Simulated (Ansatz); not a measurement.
Ansatz (a program for electronic structure) run on Nb2PC (P6_3/mmc, 8 atoms in the cell): zone-centre phonon calculation.

Level of theory: LDA (PW92), default PAW files made with PBE (plane waves; Ansatz).

```yaml
crystal:
  lattice:
    - [3.33028, 0.00000, 0.00000]
    - [-1.66514, 2.88411, 0.00000]
    - [0.00000, 0.00000, 11.62014]
  atoms:
    - { symbol: Nb, position: [0.33333, 0.66667, 0.40003] }
    - { symbol: Nb, position: [0.66667, 0.33333, 0.59997] }
    - { symbol: Nb, position: [0.66667, 0.33333, 0.90003] }
    - { symbol: Nb, position: [0.33333, 0.66667, 0.09997] }
    - { symbol: P, position: [0.66667, 0.33333, 0.25000] }
    - { symbol: P, position: [0.33333, 0.66667, 0.75000] }
    - { symbol: C, position: [0.00000, 0.00000, 0.50000] }
    - { symbol: C, position: [0.00000, 0.00000, 0.00000] }
```

Reference input (self-consistent single point, DFT, LDA (PW92), plane waves, default PAW files made with PBE): basis.ecutwfc = 30.9 Ry; kpoints.mp_grid.grid = 11 11 3; hamiltonian.xc = lda; hamiltonian.pseudopotentials = {kind: paw} (the program's default PAW files); scf.occupations.method = gaussian; scf.occupations.width = 0.0073 Ry. This run's input differs from it in these lines:

Ansatz 0.2 input:
```diff
@@ -22,7 +22,5 @@
 scf:
-  occupations: { method: gaussian, width: 0.0073 Ry }
-output:
-  forces: true
-  eigenvalues: true
-  stress: true
+  occupations: { method: gaussian, width: 0.0037 Ry }
+phonons:
+  method: dfpt
```

Output, abridged:

```
SCF iter   1: F=—  HF=-19715.155865 eV  |F-HF|=—  |Δ(HF+E_count)|=         —  Δρ=7.28e-3  dr2=4.23e-2  ethr=1.77e-3  ⟨swp⟩=6.1  Hψ=18204  notcnv=0
all-band conjugate gradients solve this SCF's bands
preconditioner: auto → Kerker (q_TF=auto, 2.524 Å⁻¹)
SCF iter   2: F=—  HF=-19715.148389 eV  |F-HF|=—  |Δ(HF+E_count)|=   7.48e-3  Δρ=3.86e-3  dr2=1.04e-2  ethr=6.04e-5  ⟨swp⟩=1.5  Hψ=5307  notcnv=0  defer=2
   [... lines left out ...]
SCF iter   6: F=—  HF=-19715.146440 eV  |F-HF|=—  |Δ(HF+E_count)|=   9.67e-8  Δρ=8.19e-6  dr2=1.08e-7  ethr=3.12e-9  ⟨swp⟩=2.0  Hψ=5839  notcnv=0  defer=2
SCF iter   7: F=—  HF=-19715.146440 eV  |F-HF|=—  |Δ(HF+E_count)|=   1.21e-8  Δρ=1.37e-6  dr2=2.20e-9  ethr=1.54e-10  ⟨swp⟩=2.1  Hψ=6007  notcnv=0  defer=2
SCF iter   8: F=—  HF=-19715.146440 eV  |F-HF|=—  |Δ(HF+E_count)|=  3.31e-10  Δρ=3.36e-7  dr2=1.87e-10  ethr=3.14e-12  ⟨swp⟩=2.1  Hψ=6069  notcnv=0  defer=2
SCF iter   9: F=-19715.146440 eV  HF=-19715.146440 eV  |F-HF|=7.28e-12  |Δ(HF+E_count)|=  5.09e-11  Δρ=6.06e-8  dr2=4.67e-12  ethr=1.00e-12  ⟨swp⟩=9.8  Hψ=22226  notcnv=0
SCF 1 converged in 9 iterations: F = -19715.146440 eV  dr2 = 4.67e-12
DFPT response loops at Γ: preconditioner auto → Kerker (q_TF=auto, 2.524 Å⁻¹) (partly filled bands, converged f_vac=0.000) …
Free energy (F): -19715.146440 eV
Internal energy: -19715.140257 eV  (E = F + TS)
E sigma→0 (E₀):  -19715.143348 eV
Entropy (-TS):   -0.006183 eV (-0.773 meV/atom)
Fermi energy:    16.147068 eV
--- Phonons (Γ-DFPT): 6 representative perturbations + reference, on 102 of 363 k-points (Σ response iterations 22) ---
   [... lines left out ...]
  ASR residual per site (eV/Å²): 1.56e-5 1.56e-5 1.56e-5 1.56e-5 1.24e-5 1.24e-5 4.43e-5 4.43e-5
  Γ frequencies (cm⁻¹): 0.00 0.00 0.00 117.24 117.24 152.99 152.99 161.42 177.51 177.51 200.63 258.06 289.59 289.59 290.73 290.73 311.63 364.24 516.47 518.02 564.53 564.53 573.29 573.29
  non-analytic LO–TO correction: not included (Born effective charges unavailable; polar crystals: no LO–TO splitting at Γ)
```

The run converged in 9 iterations. 

Summary of the result:
* **Free energy E − TS (on the zero of these files)**: -19715.1464 eV
* **Fermi level (on the code's own zero)**: 16.15 eV
* **Zone-centre frequencies (cm⁻¹; negative means imaginary)**: 0, 0, 0, 117, 117, 153, 153, 161, 178, 178, 201, 258, 290, 290, 291, 291, 312, 364, 516, 518, 565, 565, 573, 573

The starting cell comes from a database of computed structures (which also holds hypothetical and non-ambient phases and stackings), without a prior relaxation at this level. Its lattice was rescaled by up to half a per cent. Spin polarisation is off.

Cost on one core of a shared machine: roughly 5 min.
